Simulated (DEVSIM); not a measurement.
abrupt Si n-p junction

System: abrupt Si n-p junction, at 300 K.

```tsv
layer (left to right)	material	thickness (μm)	Nd (cm⁻³)	Na (cm⁻³)	τn (s)	τp (s)
1	Si	1.20	1.9e15	-	2.8e-6	2.8e-6
2	Si	45.0	-	2.8e17	2.8e-6	2.8e-6
```

Left contact: ohmic. Right contact: ohmic. Voltage is applied to the left contact. Recombination: SRH at mid-gap. Mobility is μmin + (μ − μmin)/(1 + (N/Nref)^α).

Constants are typed, rounded textbook-type inputs, not results; the design itself was drawn at random and stands for no fabricated device. Values at 300 K.

```tsv
parameter	Si
gap (eV)	1.124
affinity (eV)	4.05
permittivity	11.7
Nc (cm⁻³)	2.86e19
Nv (cm⁻³)	3.1e19
μn (cm²/Vs)	1417
μp (cm²/Vs)	470
μn,min	52
μp,min	45
Nref,n	9.7e16
Nref,p	2.2e17
αn	0.68
αp	0.72
```

DEVSIM, 1D drift-diffusion, Boltzmann statistics, complete ionisation; no tunnelling, impact ionisation, image-force lowering or self-heating.

| Item | Result |
|---|---|
| Potential step across the device at zero bias | 0.754 V |
| Largest field in the device at zero bias | 33000 V/cm |
| Dark forward voltage at 1 A/cm² | 0.531 V |
| Dark forward voltage at 100 A/cm² | 0.718 V |

Dark forward current:

| V (V) | J (A/cm²) |
|---|---|
| -0.05 | -1.6e-8 |
| -0.15 | -6.8e-7 |
| -0.20 | -4.3e-6 |
| -0.30 | -0.00018 |
| -0.35 | -0.0012 |
| -0.45 | -0.051 |
| -0.50 | -0.33 |
| -0.60 | -10 |
| -0.70 | -81 |
| -0.75 | -150 |
| -0.85 | -310 |
| -0.90 | -400 |
| -1.00 | -600 |
| -1.10 | -820 |
| -1.15 | -940 |
| -1.25 | -1200 |
| -1.30 | -1300 |
| -1.40 | -1600 |
| -1.45 | -1700 |
| -1.55 | -2000 |
